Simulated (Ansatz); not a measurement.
**Cl on the 1x1 (111) surface of fcc Ag, one in a 3x3 cell, started at the site 'hollow Ag-Ag-Ag over Ag at depth 4.7 Å'**

These are PBE (plane waves to 420 eV, PAW; Ansatz, a first-principles code) values and carry that method's errors.

Slab: 37 atoms, 7.1 Å thick at the start under the adsorbate (thin: gaps and levels are the slab's own); k 4x4x1, smearing 0.1 eV, dipole-corrected; 18 atoms held, the rest relaxed; start symmetry kept, larger cells not searched; no spin, no spin-orbit, no U, no dispersion correction. At the end it is bonded to 3 Ag. In PBE it is, or lies within 0.03 eV of, the lowest of the starts that converged.

```json
{
  "adsorption energy against ½ Cl2(g)": "-35.2 kcal/mol",
  "work_function_of_the_top_face": "4.98 eV",
  "change_of_the_work_function": "0.54 eV",
  "change_of_the_step_from_the_bottom_to_the_top_vacuum_level_against_the_clean_slab": "0.52 eV",
  "energy_released_by_relaxation": "0.13 eV",
  "height of the binding atom over the mean of the host atoms within 0.3 Å of the top one": "2.026 Å",
  "nearest_host_atoms_of_the_binding_atom": "Ag at 2.65 Å, Ag at 2.65 Å, Ag at 2.65 Å",
  "largest_move_of_a_host_atom": "0.07 Å",
  "cost": "very roughly 15 core-minutes"
}
```

A negative adsorption energy means that the adsorbate is more stable on the surface than in its reference.
